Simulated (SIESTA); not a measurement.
A self-consistent single point of ReTc (P-6m2, 2 atoms in the cell) with SIESTA

Computed with GGA PBEsol, numerical atomic orbitals DZP, PseudoDojo PBEsol standard norm-conserving potentials (rewritten from UPF to PSML) (SIESTA 5.4.2).

This input was run:

```
# files in the folder: Tc.psml Re.psml (PseudoDojo PBEsol standard)
SystemName  ReTc
SystemLabel ReTc

NumberOfAtoms                2
NumberOfSpecies              2
%block ChemicalSpeciesLabel
  1 43 Tc
  2 75 Re
%endblock ChemicalSpeciesLabel
LatticeConstant              2.749300 Ang
%block LatticeVectors
     1.000000000    0.000000000    0.000000000
    -0.500000000    0.866025534    0.000000000
     0.000000000    0.000000000    1.615054741
%endblock LatticeVectors
AtomicCoordinatesFormat      ScaledCartesian
%block AtomicCoordinatesAndAtomicSpecies
     0.500000500    0.288674889    0.000000000  1
     0.000000000    0.000000000    0.807527371  2
%endblock AtomicCoordinatesAndAtomicSpecies

XC.functional                GGA
XC.authors                   PBEsol
PAO.BasisSize                DZP
PAO.EnergyShift              0.01 Ry
MeshCutoff                   400 Ry
%block kgrid.MonkhorstPack
   11   0   0  0.0
    0  11   0  0.0
    0   0   6  0.0
%endblock kgrid.MonkhorstPack
OccupationFunction           MP
OccupationMPOrder            0
ElectronicTemperature        200.0 meV

MaxSCFIterations             150
SCF.Mixer.Method             Pulay
SCF.Mixer.Weight             0.25
SCF.Mixer.History            6
SCF.DM.Tolerance             1.0E-04
Diag.ParallelOverK           true
WriteForces                  true
Charge.Mulliken              end
```

Output (repeated stretches shortened):

```
reinit: Reading from file input.fdf

reinit: System Name: ReTc
reinit: System Label: ReTc

coor:   Atomic-coordinates input format  =     Cartesian coordinates
coor:                                          (in units of alat)

siesta: Atomic coordinates (Bohr) and species
siesta:      2.59771   1.49979   0.00000  1        1
siesta:      0.00000   0.00000   4.19545  2        2

siesta: System type = bulk

initatomlists: Number of atoms, orbitals, and projectors:      2    38    50

siesta: ******************** Simulation parameters ****************************
redata: Spin configuration                          = none
redata: Time-Reversal Symmetry                      = T
redata: Number of Atomic Species                    =        2
redata: Mesh Cutoff                                 =   400.0000 Ry
redata: Net charge of the system                    =     0.0000 |e|
redata: Min. number of SCF Iter                     =        0
redata: Max. number of SCF Iter                     =      150
redata: SCF convergence failure will abort job
redata: SCF mix quantity                            = Hamiltonian
redata: Mix DM or H after convergence               =   F
redata: Recompute H after scf cycle                 =   F
redata: Mix DM in first SCF step                    =   T
redata: No kicks to SCF
redata: DM Mixing Weight for Kicks                  =     0.5000
redata: Require Harris convergence for SCF          =   F
redata: Harris energy tolerance for SCF             =     0.000100 eV
redata: Require DM convergence for SCF              =   T
redata: DM tolerance for SCF                        =     0.000100
redata: Require EDM convergence for SCF             =   F
redata: EDM tolerance for SCF                       =     0.001000 eV
redata: Require H convergence for SCF               =   T
redata: Hamiltonian tolerance for SCF               =     0.001000 eV
   [... lines left out ...]
diag: Used triangular part                          = Lower
diag: Absolute tolerance                            =  0.100E-15
diag: Orthogonalization factor                      =  0.100E-05
diag: Memory factor                                 =  1.0000

superc: Internal auxiliary supercell:     7 x     7 x     5  =     245
superc: Number of atoms, orbitals, and projectors:    490   9310  12250

                        Single-point calculation

superc: Internal auxiliary supercell:     7 x     7 x     5  =     245
superc: Number of atoms, orbitals, and projectors:    490   9310  12250

outcell: Unit cell vectors (Ang):
        2.749300    0.000000    0.000000
       -1.374650    2.380964    0.000000
        0.000000    0.000000    4.440270

outcell: Cell vector modules (Ang)   :    2.749300    2.749300    4.440270
outcell: Cell angles (23,13,12) (deg):     90.0000     90.0000    120.0000
outcell: Cell volume (Ang**3)        :     29.0659
new_DM -- step:     1
Initializing Density Matrix...

Attempting to read DM from file... Failed...
DM filled with atomic data:

InitMesh: MESH = 30 x 30 x 54 = 48600
InitMesh: Mesh cutoff (required, used) =   400.000   408.762 Ry

stepf: Methfessel-Paxton step function
       Using Hermite-Gauss polynomials of order  0
        iscf     Eharris(eV)        E_KS(eV)     FreeEng(eV)     dDmax    Ef(eV) dHmax(eV)
   scf:    1    -4612.928568    -4653.058836    -4653.089312  1.185544 -3.503807 20.138770
   scf:    2    -4570.898130    -4644.224598    -4644.260632  1.012839 -3.507320 22.806286
   scf:    3    -4668.262488    -4667.306562    -4667.341865  0.688852 -3.900057  3.664262
   scf:    4    -4667.618528    -4667.680865    -4667.715825  0.196646 -4.625049  1.607466
   scf:    5    -4667.756668    -4667.758289    -4667.792537  0.062986 -4.437836  0.368327
   scf:    6    -4667.737687    -4667.755832    -4667.790129  0.016700 -4.459494  0.326547
   scf:    7    -4667.763522    -4667.761655    -4667.795966  0.007044 -4.462232  0.048475
   scf:    8    -4667.761679    -4667.761773    -4667.796078  0.001943 -4.464528  0.018185
   scf:    9    -4667.761798    -4667.761790    -4667.796094  0.000393 -4.464340  0.004471
   scf:   10    -4667.761790    -4667.761791    -4667.796095  0.000147 -4.464520  0.000190
   scf:   11    -4667.761791    -4667.761791    -4667.796095  0.000005 -4.464515  0.000021
SCF Convergence by DM+H criterion
max |DM_out - DM_in|         :     0.0000046798
max |H_out - H_in|      (eV) :     0.0000206251
SCF cycle converged after 11 iterations

Using DM_out to compute the final energy and forces

siesta: E_KS(eV) =            -4667.7618

siesta: E_KS - E_eggbox =     -4667.7618

siesta: Atomic forces (eV/Ang):
     1    0.000015   -0.000008    0.000000
     2   -0.000009    0.000004   -0.000000
   Tot    0.000006   -0.000004   -0.000000
   Max    0.000015
   Res    0.000008    sqrt( Sum f_i^2 / 3N )
   Max    0.000015    constrained

Stress tensor Voigt[x,y,z,yz,xz,xy] (kbar):       91.11       91.15       88.74        0.00       -0.00        0.04
(Free)E + p*V (eV/cell)    -4669.4349
Target enthalpy (eV/cell)    -4667.7961

siesta: Program's energy decomposition (eV):
siesta: Ebs     =      -949.745806
siesta: Eions   =      7118.601519
siesta: Ena     =      1458.103920
siesta: Ekin    =      1382.726076
siesta: Enl     =       378.706591
siesta: Eso     =         0.000000
siesta: Edftu   =         0.000000
siesta: DEna    =        65.135966
siesta: DUscf   =         1.816687
siesta: DUext   =         0.000000
siesta: Ex      =      -773.890649
siesta: Ec      =       -61.758863
siesta: Exc     =      -835.649512
siesta: Eharris =     -4667.761791
siesta: Etot    =     -4667.761791
siesta: FreeEng =     -4667.796095

siesta: Stress tensor (static) (eV/Ang**3):
siesta:     0.056864    0.000024   -0.000000
siesta:     0.000024    0.056892    0.000000
siesta:    -0.000000    0.000000    0.055389

siesta: Cell volume =         29.065938 Ang**3

siesta: Pressure (static):
siesta:                Solid            Molecule  Units
siesta:          -0.00061408         -0.00061408  Ry/Bohr**3
siesta:          -0.05638183         -0.05638196  eV/Ang**3
siesta:         -90.33365512        -90.33385700  kBar

mulliken: Atomic and Orbital Populations:

Species: Tc
Atom  Qatom  Qorb
               4s      5s      5s      4py     4pz     4px     5py     5pz
               5px     4dxy    4dyz    4dz2    4dxz    4dx2-y2 4dxy    4dyz
               4dz2    4dxz    4dx2-y2
   1 15.034   1.876   0.590   0.115   1.965   1.952   1.965   0.276   0.396
              0.276   1.229   1.177   1.254   1.177   1.229  -0.102  -0.060

             -0.118  -0.060  -0.102

Species: Re
Atom  Qatom  Qorb
               5s      6s      6s      5py     5pz     5px     6py     6pz
               6px     5dxy    5dyz    5dz2    5dxz    5dx2-y2 5dxy    5dyz
               5dz2    5dxz    5dx2-y2
   2 14.966   1.857   0.904  -0.185   1.952   1.951   1.952   0.288   0.365
              0.288   1.225   1.212   1.264   1.212   1.225  -0.100  -0.115

             -0.111  -0.115  -0.100

mulliken: Qtot =       30.000

Mulliken Atomic Populations:
Atom #   charge [q] valence [e]  Species
     1    -0.034047   15.034047  Tc
     2     0.034047   14.965953  Re
 Total    -0.000000
```

The run converged in 11 iterations.

The starting cell comes from a database of computed structures (which also holds hypothetical and non-ambient phases and stackings), without a prior relaxation at this level. Spin polarisation is off. Values carry the incompleteness of an atom-centred basis. With a pressure of about -9 GPa the cell is away from its equilibrium volume at this level.
